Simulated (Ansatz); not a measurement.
# Ir (Fm-3m): band-structure transport figures

```
Ir
1.0
    0.00000     1.91447     1.91447
    1.91447     0.00000     1.91447
    1.91447     1.91447     0.00000
Ir
1
Direct
  0.00000   0.00000   0.00000
```

Computed with PBEsol, rigid bands (plane waves, PAW, scalar-relativistic; Ansatz, a first-principles code). How the cell was made: cell and atoms relaxed with PBEsol.

| Property | Value |
|---|---|
| density of states at the Fermi level | 0.884 states/(eV·cell), both spins |
| bare Sommerfeld coefficient | 2.1 mJ/(mol of atoms·K²) |
| Drude plasma energy | 10.8 eV |
| root-mean-square Fermi velocity | 8.4e5 m/s |
| resistivity times τ | 4.2 ×10⁻²² Ω·m·s |
| resistivity times mean free path | 3.7 ×10⁻¹⁶ Ω·m² |

A metal at this level (no band gap); rigid bands, thermally averaged at 300 K, both spins. Spin-orbit coupling is left out, which matters with elements this heavy. τ is one relaxation time for all states; the product of resistivity and mean free path takes one path for all states instead.
